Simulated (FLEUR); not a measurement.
Band structure of HfC (Fm-3m, 2 atoms in the cell).

```xyz
2
Lattice="0.0000 2.3200 2.3200 2.3200 0.0000 2.3200 2.3200 2.3200 0.0000" Properties=species:S:1:pos:R:3 pbc="T T T"
Hf     0.0000     0.0000     0.0000
C      2.3200     2.3200     2.3200
```

Method of the run: PBE, all-electron FLAPW (FLEUR), scalar-relativistic valence.

Settings: Kmax = 4.1 1/bohr; GmaxXC = 16.4 1/bohr; xcFunctional = pbe; jspins = 1; l_soc = F; mode = hist; fermiSmearingEnergy = 0.00367493 Htr; mesh (inpgen div1-3) = 10 10 10; inpgen gamma flag = true; Gmax = 16.4 1/bohr; numbands = 0; maxIterBroyd = 15; imix = Anderson; alpha = 0.05.

The starting cell has typed, rounded lattice constants, without a prior relaxation at this level. Spin-orbit coupling is off. Values depend on the basis (sphere radii, cutoffs, local orbitals), which need not be converged.

Levels in eV from the Fermi level, bands 12 to 19:
```
point      12     13     14     15     16    17    18    19
-----  ------  -----  -----  -----  -----  ----  ----  ----
Γ      -10.99   1.04   1.04   1.04   1.35  1.35  1.35  3.36
X      -10.51  -2.63  -1.84  -0.08  -0.08  5.30  6.75  6.75
W       -9.66  -3.02  -2.76  -2.76   3.66  3.66  6.77  7.10
K       -9.76  -3.56  -2.77  -1.67   1.56  5.79  6.18  8.26
L       -8.48  -6.21  -3.05  -3.05   5.31  5.31  5.77  6.58
U       -9.76  -3.56  -2.77  -1.67   1.56  5.79  6.18  8.26
```
